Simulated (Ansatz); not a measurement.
Cells marked so need not be the phases stable at ambient conditions, and some may be hypothetical.

The gap is the functional's own. No spin-orbit coupling. Mid-gap values are interpolated on the energy grid.

A. Tl2MoO4 (P-3m1, not sure to be the ambient phase, 14 atoms a cell, 21.3 Å³ an atom, -3 GPa at this level), along the normal of (100)
B. LaN (P6_3mc, wurtzite, not sure to be the ambient phase, 4 atoms a cell, 21.9 Å³ an atom), along the normal of (001)
C. CsGeBr$_{3}$ (R3m, not sure to be the ambient phase, 5 atoms a cell, 36.4 Å³ an atom), along the normal of (110)

**Question.** Order them by mid-gap decay constant of the slowest evanescent state (lowest first) at the level r2SCAN (Ansatz, a program for electronic structure).

**Answer.** C (0.13 1/Å), B (0.22 1/Å), A (0.39 1/Å)
